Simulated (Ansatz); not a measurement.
An Ansatz (a quantum-chemistry and plane-wave program) run: hypothetical P-3m1 Cd3N2; plane-wave PAW DFT at the PBEsol level (Ansatz, 420 eV), no spin-orbit coupling.

Input:

Ansatz 0.2 input:
```yaml
crystal:
  lattice:
    - [3.6664418466, 0, 0]
    - [-1.8332209233, 3.1752317807, 0]
    - [0, 0, 6.3704808163]
  atoms:
    - { symbol: N, position: [0.3333333333, 0.6666666667, 0.2210813703] }
    - { symbol: N, position: [0.6666666667, 0.3333333333, 0.7789186297] }
    - { symbol: Cd, position: [0, 0, 0] }
    - { symbol: Cd, position: [0.3333333333, 0.6666666667, 0.6573586091] }
    - { symbol: Cd, position: [0.6666666667, 0.3333333333, 0.3426413909] }
basis: { ecutwfc: 420, ecutrho_ratio: 4, xc_grid: 2, fft_grid_basis: typed }
kpoints: { mp_grid: { grid: [15, 15, 8] } }
hamiltonian:
  xc: pbesol
  dispersion: none
  pseudopotentials: { kind: paw }
scf: { occupations: { method: fermi_dirac, width: 0.05 }, convergence: { dr2_threshold: 0.0000000005 } }
output: { forces: true, stress: true }
```

Output (explanatory and most iteration lines left out):

```
Pseudopotential: N, paw, valence charge 5
Pseudopotential: Cd, paw, valence charge 20
Crystal: 5 atoms, lattice volume = 74.164 Å³
Basis set: ecut = 420 eV, 1449 PW (Γ), exchange–correlation on 50×50×90 points (8 copies of the dense FFT grid, shifted against one another)
Bands: 40, of which v1, the nominal top of the filled ones, is band 35 counted from 1 (34 counted from 0)
Symmetry: 12 space group operations
Space group: P-3m1 (ITA 164), of the structure as read, at distance tolerance 4.2e-5 Å
k-points: 192 of 1800
Functional: x = pbesol(κ = 0.804, μ = 0.12345679012345678), c = pbesol(β = 0.046)
SCF iter   1: F=—  HF=-25306.143410 eV  |F-HF|=—  |Δ(HF+E_count)|=         —  Δρ=1.18e-2  dr2=1.16e-1  ethr=1.77e-3  ⟨swp⟩=5.9  Hψ=25239  notcnv=0
SCF iter   2: F=—  HF=-25306.189029 eV  |F-HF|=—  |Δ(HF+E_count)|=   4.56e-2  Δρ=1.85e-2  dr2=3.08e-1  ethr=1.65e-4  ⟨swp⟩=3.0  Hψ=15313  notcnv=0  defer=100
SCF 1 converged in 10 iterations: F = -25306.116184 eV  dr2 = 1.36e-10
SCF converged after 10 iterations
Free energy (F): -25306.116184 eV
Internal energy: -25306.112756 eV  (E = F + TS)
E sigma→0 (E₀):  -25306.114470 eV
Entropy (-TS):   -0.003428 eV (-0.686 meV/atom)
Fermi energy:    13.615775 eV
--- Forces (eV/Å), atoms counted from 1 ---
  atom   1  N     -0.00000000     0.00000000    -0.00042700
  atom   2  N      0.00000000    -0.00000000     0.00042700
  atom   3  Cd     0.00000000     0.00000000     0.00000000
  atom   4  Cd     0.00000000    -0.00000000     0.00021750
  atom   5  Cd    -0.00000000     0.00000000    -0.00021750
--- Stress (GPa, compression-positive) ---
       -0.006872      -0.000000       0.000000
       -0.000000      -0.006872      -0.000000
        0.000000      -0.000000       0.009966
  P = ⅓ Tr σ = -0.0013 GPa (-0.013 kbar)
```

No phonon test of stability was made. The final runs are not spin-polarised. The cell is Cd$_{3}$N$_{2}$ (space group P-3m1, No. 164; a hypothetical phase, not in the database extracts checked).
